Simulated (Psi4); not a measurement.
Psi4 1.11, B3LYP/def2-tzvp: Ti(OEt)(H)3 (CC[O][TiH3]), 12 atoms. The geometry is a generated start, not checked to be a minimum at this level.

| Quantity | Value |
|---|---|
| task | energy |
| method | b3lyp |
| basis | def2-tzvp |
| memory | 3 GB |
| maxiter | 100 |
| keys of the molecule block | symmetry c1 |
| scf_type | df (default) |
| guess | auto, which took SAD (default) |
| scf_initial_accelerator | adiis (default) |
| e_convergence | 1e-06 (default) |
| d_convergence | 1e-06 (default) |
| dft_radial_points | 75 (default) |
| dft_spherical_points | 302 (default) |
| basis functions | 186 |
| grid points | 258660 |

```xyz
12

Ti     0.9508     0.3745     1.7052
O      0.2136     0.7667     0.2404
C     -0.4453     0.5940    -0.9650
C     -0.7251    -0.8962    -1.1733
H     -1.3928     1.1617    -0.9465
H      0.1850     0.9828    -1.7842
H     -1.3422    -1.2624    -0.3481
H     -1.2418    -1.0653    -2.1160
H      0.2241    -1.4396    -1.1752
H      2.5629     0.8784     1.5749
H      0.0761     1.1886     2.9054
H      0.9348    -1.2832     2.0823
```

Charge 0 and multiplicity 1 are set for this test and not shown to be the ground state.

One run each on 2 threads. Values of diis_max_vecs tried: 3, 6, 10 (default), 20.

Q: Which value of diis_max_vecs needs the fewest SCF iterations, and what happens away from it?

A: Fewest SCF iterations, within one of each other: 6 with 10, 10 (default) with 10, 20 with 10. The count rises to 26 at 3. All converge to one solution.

```tsv
diis_max_vecs	SCF iterations	end
3	26	same solution
6	10	same solution
10 (default)	10	same solution
20	10	same solution
```
